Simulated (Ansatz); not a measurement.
Input and output of a self-consistent single point for Al (Fm-3m, 1 atom in the cell) (Ansatz, a quantum-chemistry and plane-wave program).

Computed with PBEsol, default PAW files made with PBE (plane waves; Ansatz).

```
CELL_PARAMETERS angstrom
      0.00000     2.03107     2.03107
      2.03107     0.00000     2.03107
      2.03107     2.03107     0.00000
ATOMIC_POSITIONS crystal
  Al 0.00000 0.00000 0.00000
```

Reference input (self-consistent single point, DFT, PBEsol, plane waves, default PAW files made with PBE): basis.ecutwfc = 420 eV; kpoints.mp_grid.grid = 14 14 14; hamiltonian.xc = pbesol; hamiltonian.pseudopotentials = {kind: paw} (the program's default PAW files); scf.occupations.method = gaussian; scf.occupations.width = 0.1 eV. This run's input differs from it in these lines:

Ansatz 0.2 input:
```diff
@@ -11,3 +11,3 @@
 kpoints:
-  mp_grid: { grid: [14, 14, 14] }
+  mp_grid: { grid: [9, 9, 9] }
 hamiltonian:
@@ -16,3 +16,3 @@
 scf:
-  occupations: { method: gaussian, width: 0.1 eV }
+  occupations: { method: gaussian, width: 0.3 eV }
 output:
```

Log, with long lists cut:

```
SCF iter   1: F=—  HF=-524.526360 eV  |F-HF|=—  |Δ(HF+E_count)|=         —  Δρ=6.11e-4  dr2=2.10e-5  ethr=1.77e-3  ⟨swp⟩=4.6  Hψ=1704  notcnv=0
all-band conjugate gradients solve this SCF's bands
preconditioner: auto → none
SCF iter   2: F=—  HF=-524.526389 eV  |F-HF|=—  |Δ(HF+E_count)|=   2.89e-5  Δρ=3.03e-4  dr2=4.56e-6  ethr=6.98e-7  ⟨swp⟩=2.1  Hψ=533  notcnv=0
iter 3 did not close the SCF: its close was put off for the readings that it lacked (scf_convergence_deferred on its scf_iter line)
   [... lines left out ...]
SCF iter   4: F=-524.526396 eV  HF=-524.526396 eV  |F-HF|=2.37e-9  |Δ(HF+E_count)|=   7.67e-9  Δρ=5.31e-6  dr2=5.40e-9  ethr=1.59e-9  ⟨swp⟩=1.0  Hψ=196  notcnv=0
iter 5 did not close the SCF: its close was put off for the readings that it lacked (scf_convergence_deferred on its scf_iter line)
SCF iter   5: F=-524.526396 eV  HF=-524.526396 eV  |F-HF|=4.32e-12  |Δ(HF+E_count)|=   2.16e-9  Δρ=2.65e-7  dr2=1.34e-11  ethr=1.80e-10  ⟨swp⟩=1.1  Hψ=199  notcnv=0
SCF iter   6: F=-524.526396 eV  HF=-524.526396 eV  |F-HF|=3.41e-13  |Δ(HF+E_count)|=  5.80e-12  Δρ=3.45e-8  dr2=2.24e-13  ethr=1.00e-12  ⟨swp⟩=2.1  Hψ=738  notcnv=0
SCF 1 converged in 6 iterations: F = -524.526396 eV  dr2 = 2.24e-13
Free energy (F): -524.526396 eV
Internal energy: -524.502025 eV  (E = F + TS)
E sigma→0 (E₀):  -524.514211 eV
Entropy (-TS):   -0.024371 eV (-24.371 meV/atom)
Fermi energy:    7.701292 eV
--- Forces (eV/Å), atoms counted from 1 ---
  atom   1  Al    -0.00000000    -0.00000000     0.00000000
--- Stress (GPa, compression-positive) ---
       -2.440528      -0.000000       0.000000
       -0.000000      -2.440528      -0.000000
       -0.000000       0.000000      -2.440528
  P = ⅓ Tr σ = -2.4405 GPa (-24.405 kbar)
  The stress holds the Pulay correction. Without it, at fixed plane waves, as pw.x and ABINIT print it: P = -2.5012 GPa
```

The run converged in 6 iterations. Against the reference run the free energy rises by 10.1 meV/atom and the pressure goes from -2.87 to -2.44 GPa. The full log also holds: “iter 3 did not close the SCF: its close was put off for the readings that it lacked (scf_convergence_deferred on its scf_iter line)”.

The starting cell has typed, rounded lattice constants, without a prior relaxation at this level. Its lattice was rescaled by up to half a per cent. Ansatz's pressure includes its estimate of the finite-basis (Pulay) stress.
